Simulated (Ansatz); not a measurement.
Input:

End structure of a constructed model of the (0001) surface of hcp Mg, a layer of Y in place of the second plane (bottom of the slab: a bare face, its two planes held):

```yaml
crystal:
  lattice:
    - [3.19902, 0.00000, 0.00000]
    - [-1.59951, 2.77043, 0.00000]
    - [0.00000, 0.00000, 30.00000]
  atoms:
    - { symbol: Mg, position: [0.66667, 0.33333, 0.27440] }
    - { symbol: Mg, position: [0.33333, 0.66667, 0.36072] }
    - { symbol: Mg, position: [0.66667, 0.33333, 0.44817] }
    - { symbol: Mg, position: [0.33333, 0.66667, 0.53477] }
    - { symbol: Y, position: [0.66667, 0.33333, 0.62976] }
    - { symbol: Mg, position: [0.33333, 0.66667, 0.72533] }
```

Model: 6-atom slab, 13.5 Å thick at the start, 13x13x1 mesh, Fermi-Dirac 0.1 eV, dipole correction, 2 atoms held, the rest relaxed; held to the start's symmetry, so lower structures may exist; no spin, no spin-orbit, no U. It is one candidate, not shown to be the stable structure of the face.

Question: Predict the work function of the top face from PBE run with Ansatz (a first-principles code).

Answer: 3.84 eV
